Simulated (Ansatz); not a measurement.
The starting structures come from a database of crystals and need not be the phases stable at ambient conditions.

 Where the default PAW files enter, the runs use the earlier of Ansatz's two default sets.

# Evanescent states of K2NaYF6 (Fm-3m, not sure to be the ambient phase, 10 atoms a cell, 17.7 Å³ an atom, -3 GPa at this level) along the normal of (001)

Method: r2SCAN (plane waves, PAW; Ansatz, a quantum-chemistry and plane-wave program).

The gap is the functional's own. No spin-orbit coupling. Mid-gap values are interpolated on the energy grid.

Energies count from the valence-band top; κ is the least over a 6×6 mesh across the current.

```json
[
 {"E (eV)": "0.16", "κ (1/Å)": "0.316", "where": "Γ"},
 {"E (eV)": "0.48", "κ (1/Å)": "0.404", "where": "Γ"},
 {"E (eV)": "0.80", "κ (1/Å)": "0.459", "where": "Γ"},
 {"E (eV)": "1.12", "κ (1/Å)": "0.497", "where": "Γ"},
 {"E (eV)": "1.44", "κ (1/Å)": "0.524", "where": "Γ"},
 {"E (eV)": "1.76", "κ (1/Å)": "0.544", "where": "Γ"},
 {"E (eV)": "2.08", "κ (1/Å)": "0.558", "where": "Γ"},
 {"E (eV)": "2.40", "κ (1/Å)": "0.566", "where": "Γ"},
 {"E (eV)": "2.72", "κ (1/Å)": "0.570", "where": "Γ"},
 {"E (eV)": "3.04", "κ (1/Å)": "0.571", "where": "Γ"},
 {"E (eV)": "3.36", "κ (1/Å)": "0.567", "where": "Γ"},
 {"E (eV)": "3.68", "κ (1/Å)": "0.559", "where": "Γ"},
 {"E (eV)": "4.00", "κ (1/Å)": "0.548", "where": "Γ"},
 {"E (eV)": "4.32", "κ (1/Å)": "0.533", "where": "Γ"},
 {"E (eV)": "4.64", "κ (1/Å)": "0.514", "where": "Γ"},
 {"E (eV)": "4.96", "κ (1/Å)": "0.490", "where": "Γ"},
 {"E (eV)": "5.28", "κ (1/Å)": "0.461", "where": "Γ"},
 {"E (eV)": "5.60", "κ (1/Å)": "0.426", "where": "Γ"},
 {"E (eV)": "5.92", "κ (1/Å)": "0.384", "where": "Γ"},
 {"E (eV)": "6.24", "κ (1/Å)": "0.332", "where": "Γ"},
 {"E (eV)": "6.56", "κ (1/Å)": "0.264", "where": "Γ"},
 {"E (eV)": "6.88", "κ (1/Å)": "0.160", "where": "Γ"}
]
```

### Question
How thick must the barrier be to attenuate the transmission by 10^6 when the electrodes' Fermi level lies at 4.64 eV, and what attenuation does that film give at 4.00 eV?

### Answer
d = 6 ln 10 / (2 × 0.514) = 13.4 Å. At 4.00 eV it gives 6 × 0.548/0.514 = 6.4 decades.
